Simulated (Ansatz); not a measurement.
Worked example: self-consistent single point of Fe2O3 (R-3c, 10 atoms in the cell) in Ansatz (a first-principles code).

Method of the run: revPBE+U, harder PAW files (source: ansatz) made with PBE (plane waves; Ansatz).

```xyz
10
Lattice="2.5134 1.4511 4.5327 -2.5134 1.4511 4.5327 0.0000 -2.9022 4.5327" Properties=species:S:1:pos:R:3 pbc="T T T"
Fe     0.0000     0.0000    11.6238
Fe     0.0000     0.0000     1.9742
Fe     0.0000     0.0000     8.7732
Fe     0.0000     0.0000     4.8248
O     -0.7676     1.5727     5.6658
O      0.7676    -1.5727     7.9322
O     -0.9782    -1.4511     5.6658
O      0.9782     1.4511     7.9322
O      1.7458    -0.1216     5.6658
O     -1.7458     0.1216     7.9322
```
Moments meant for the start (each program seeds them in its own way; μB, in the order of the atoms Fe Fe Fe Fe O O O O O O): 4.0 4.0 4.0 4.0 0.0 0.0 0.0 0.0 0.0 0.0.

Reference input (self-consistent single point, DFT, revPBE+U, plane waves, harder PAW files (source: ansatz) made with PBE): kpoints.mp_grid.grid = 4 4 4; hamiltonian.xc = revpbe; hamiltonian.pseudopotentials = {kind: paw, source: ansatz}; hamiltonian.hubbard.sites = [{species: Fe, l: d, u_eff: 5.3}] eV; magnetization.spin_polarized = true; scf.occupations.method = cold; scf.occupations.width = 0.2 eV. This run's input differs from it in these lines:

```diff
@@ -21,3 +21,3 @@
   pseudopotentials: { kind: paw, source: ansatz }
-  hubbard: { sites: [{ species: Fe, l: d, u_eff: 5.3 }] }
+  hubbard: { sites: [{ species: Fe, l: d, u_eff: 1.0 }] }
 magnetization:
```

Output (repeated stretches shortened):

```
SCF iter   1: F=—  HF=-21355.263959 eV  |F-HF|=—  |Δ(HF+E_count)|=         —  Δρ=1.71e-1 (↑6.89e-2 ↓1.71e-1)  dr2=4.77e1  dr2_m=3.86e0  M=10.942 μB ∫|m|=11.015 μB  β_m=0.30  ethr=3.10e-3  ⟨swp⟩=5.1  Hψ=5996  notcnv=0  defer=16
all-band conjugate gradients solve this SCF's bands
preconditioner: auto → Kerker (q_TF=auto, 2.732 Å⁻¹)
spin=Collinear: Kerker preconditioning applied to the charge; magnetization (m = ρ↑ − ρ↓) channel mixes plain (no charge-response kernel on spin).
   [... lines left out ...]
SCF iter  23: F=—  HF=-21351.247061 eV  |F-HF|=—  |Δ(HF+E_count)|=   1.22e-6  S|Δr|=    0.00e0  Δρ=7.25e-6 (↑4.88e-6 ↓7.25e-6)  dr2=1.05e-7  dr2_m=1.13e-8  M=18.682 μB ∫|m|=18.683 μB  β_m=0.92  ethr=5.79e-10  ⟨swp⟩=2.0  Hψ=2734  notcnv=0  defer=188
SCF iter  24: F=-21351.247061 eV  HF=-21351.247061 eV  |F-HF|=9.73e-9  |Δ(HF+E_count)|=   8.99e-8  S|Δr|=    0.00e0  Δρ=2.74e-6 (↑2.05e-6 ↓2.74e-6)  dr2=1.78e-8  dr2_m=2.12e-9  M=18.683 μB ∫|m|=18.683 μB  ethr=1.00e-10  ⟨swp⟩=10.3  Hψ=7191  notcnv=0
SCF 1 converged in 24 iterations: F = -21351.247061 eV  dr2 = 1.78e-8
the last iteration of the SCF fills more bands at one k-point than at another: 58 at σ=↑ k=0 and 60 at σ=↑ k=1 …
   [... lines left out ...]
WARN: an SCF from antiferromagnetic starting moments (-4.00, -4.00, 4.00, 4.00, 0.00, 0.00, 0.00, 0.00, 0.00, 0.00 Bohr magnetons, atom by atom) was not made, …
Absolute magnetization: 18.6830 μB (∫|ρ↑−ρ↓|, with the PAW one-centre terms)
Free energy (F): -21351.247061 eV
Fermi energy:    12.104948 eV
   [... lines left out ...]
--- Stress (GPa, compression-positive) ---
       17.275835       0.000000       0.000000
        0.000000      17.275835      -0.000000
       -0.000000      -0.000000      15.941917
  P = ⅓ Tr σ = 16.8312 GPa (168.312 kbar)
  The stress holds the Pulay correction. Without it, at fixed plane waves, as pw.x and ABINIT print it: P = 16.8204 GPa
Occupation matrices written to occupation_matrices
```

The run converged in 24 iterations. 

The starting cell comes from a database of computed structures (which also holds hypothetical and non-ambient phases and stackings), without a prior relaxation at this level. Its lattice was rescaled by a random factor within 2.5 % of one. The magnetic order is the one reached from the typed start; others were not searched systematically. With U or open f shells several self-consistent states can exist. The program warned that, by what it read of turns of the moments, another magnetic order lies lower. With a pressure of about 17 GPa the cell is away from its equilibrium volume at this level. Ansatz's pressure includes its estimate of the finite-basis (Pulay) stress.

These are the values that this program gave, and no reference: magnets with a U can end in a higher state.

Cost on one core of a shared machine: roughly 2 min.

Keys are those of Ansatz 0.2.
